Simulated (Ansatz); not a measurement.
Tl2Se (model structure, started from the CdI2 type, P-3m1, No. 164, 3 atoms in the cell) was calculated with HSE06 (plane waves, PAW; Ansatz, a first-principles code).

Numerical settings: plane-wave cutoff 460 eV, 6×6×4 k mesh (along the axes of the cell as run), Fermi–Dirac smearing 0.01 eV, scalar-relativistic PAW data made under PBE.

Cell (relaxed with PBE-D3(BJ)):

Space group P-3m1 (No. 164); a = b = 4.520 Å, c = 6.503 Å, α = β = 90.00°, γ = 120.00°

```
atom  site  symmetry       x       y       z
----  ----  --------  ------  ------  ------
Se      1a      -3m.  0.0000  0.0000  0.0000
Tl      2d       3m.  0.3333  0.6667  0.2636
```

Q: Estimate the band gap and smallest direct gap on the k points sampled that the calculation returns.

A: 
band gap: 0.56 eV (on the SCF k mesh)
smallest direct gap on the k points sampled: 0.74 eV

Note: the relaxation could raise the start's symmetry but not lower it, so the cell can be a saddle point; cell and atoms aren't relaxed at this level (largest force component 0.25 eV/Å, pressure -1.5 GPa).

Spin–orbit coupling is not included; with these elements it can move the gap by several tenths of an eV or more.

Static lattice: no zero-point or thermal effects.

A model structure was made by putting elements into a prototype or built by hand; it is no filed structure, need not be a known phase, and can be a saddle point held by its symmetry.
